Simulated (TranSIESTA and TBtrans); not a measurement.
System: 2,5-dimethyl-1,4-phenylene held by acetylide between the apex atoms of two Al(100) rods. Leads: fcc Al rod along [100], layers of 5 and 4 atoms, a = 4.04 Å. Geometry: as built, not relaxed. Transport runs along z; the first 18 and the last 18 of the 89 atoms are the lead cells, repeated to infinity.

```xyz
89
Lattice="14.330 0.000 0.000 0.000 14.330 0.000 0.000 0.000 44.329" Properties=species:S:1:pos:R:3 pbc="F F T"
Al     7.165     7.165     0.000
Al    10.022     7.165     0.000
Al     7.165    10.022     0.000
Al     4.308     7.165     0.000
Al     7.165     4.308     0.000
Al     8.593     8.593     2.020
Al     5.736     8.593     2.020
Al     8.593     5.736     2.020
Al     5.736     5.736     2.020
Al     7.165     7.165     4.040
Al    10.022     7.165     4.040
Al     7.165    10.022     4.040
Al     4.308     7.165     4.040
Al     7.165     4.308     4.040
Al     8.593     8.593     6.060
Al     5.736     8.593     6.060
Al     8.593     5.736     6.060
Al     5.736     5.736     6.060
Al     7.165     7.165     8.080
Al    10.022     7.165     8.080
Al     7.165    10.022     8.080
Al     4.308     7.165     8.080
Al     7.165     4.308     8.080
Al     8.593     8.593    10.100
Al     5.736     8.593    10.100
Al     8.593     5.736    10.100
Al     5.736     5.736    10.100
Al     7.165     7.165    12.120
Al    10.022     7.165    12.120
Al     7.165    10.022    12.120
Al     4.308     7.165    12.120
Al     7.165     4.308    12.120
Al     8.593     8.593    14.140
Al     5.736     8.593    14.140
Al     8.593     5.736    14.140
Al     5.736     5.736    14.140
Al     7.165     7.165    16.160
C      7.158     7.157    18.110
C      7.153     7.152    19.316
C      7.147     7.145    20.759
C      7.976     8.045    21.442
C      8.003     8.074    22.845
C      8.905     9.051    23.553
C      7.183     7.184    23.569
C      7.177     7.178    25.013
C      7.172     7.173    26.219
C      6.353     6.285    22.887
C      6.326     6.256    21.484
C      5.425     5.278    20.775
H      8.603     8.724    20.876
H      8.297     9.727    24.191
H      9.480     9.675    22.836
H      9.627     8.500    24.191
H      5.726     5.605    23.453
H      6.033     4.603    20.138
H      4.850     4.655    21.492
H      4.702     5.830    20.138
Al     7.165     7.165    28.169
Al     8.593     8.593    30.189
Al     5.736     8.593    30.189
Al     8.593     5.736    30.189
Al     5.736     5.736    30.189
Al     7.165     7.165    32.209
Al    10.022     7.165    32.209
Al     7.165    10.022    32.209
Al     4.308     7.165    32.209
Al     7.165     4.308    32.209
Al     8.593     8.593    34.229
Al     5.736     8.593    34.229
Al     8.593     5.736    34.229
Al     5.736     5.736    34.229
Al     7.165     7.165    36.249
Al    10.022     7.165    36.249
Al     7.165    10.022    36.249
Al     4.308     7.165    36.249
Al     7.165     4.308    36.249
Al     8.593     8.593    38.269
Al     5.736     8.593    38.269
Al     8.593     5.736    38.269
Al     5.736     5.736    38.269
Al     7.165     7.165    40.289
Al    10.022     7.165    40.289
Al     7.165    10.022    40.289
Al     4.308     7.165    40.289
Al     7.165     4.308    40.289
Al     8.593     8.593    42.309
Al     5.736     8.593    42.309
Al     8.593     5.736    42.309
Al     5.736     5.736    42.309
```

Run with TranSIESTA and TBtrans (open boundaries, self-consistent; PseudoDojo norm-conserving potentials, scalar-relativistic): PAO.BasisSize SZP, PAO.EnergyShift 0.15 eV, XC.Authors PBE, Mesh.Cutoff 150 Ry, ElectronicTemperature 300 K, TS.Voltage 0.0 eV, TBT.Elecs.Eta 0.001 eV, no spin polarisation.

Energies count from the leads' Fermi level. Transmissions are for one spin of a degenerate pair. The energy step is 0.02 eV; narrower resonances are cut or missed.

| E (eV) | T |
|---|---|
| -0.20 | 0.0171 |
| -0.16 | 0.0181 |
| -0.12 | 0.0193 |
| -0.08 | 0.0204 |
| -0.04 | 0.0216 |
| 0.00 | 0.0228 |
| 0.04 | 0.0240 |
| 0.08 | 0.0251 |
| 0.12 | 0.0261 |
| 0.16 | 0.0270 |
| 0.20 | 0.0277 |

Question: Give the zero-bias conductance in μS and the resistance at 300 K.

Answer: At the Fermi level T = 0.0228. Averaged with −∂f/∂E over the full grid (kT = 25.9 meV) it is 0.0228. With G0 = 2e²/h = 77.48 μS, G = 1.77 μS and R = 1/G = 565 kΩ.

Question: Estimate the thermopower by Mott's formula S = −(π²/3)(kB²T/e) d ln T/dE from the rows at -0.04 and 0.04 eV.

Answer: d ln T/dE = 1.32 eV⁻¹ and (π²/3) kB²T/e = 7.33 μV/K · eV, so S = -9.7 μV/K; the full integral gives -9.3 μV/K. A negative sign means that T rises with energy over the thermal window.

Question: The eigenchannels at the Fermi level transmit 0.0227, 5.44e-5. What Fano factor of the shot noise follows at low temperature and bias?

Answer: F = Σ τ(1 − τ)/Σ τ = 0.0222/0.0228 = 0.98.

The leads' channel count changes near 0.03 eV, within the thermal window, so values at the Fermi level hang on where that band edge falls. Semilocal functionals put molecular levels too close to the Fermi level and tend to overestimate such conductances.
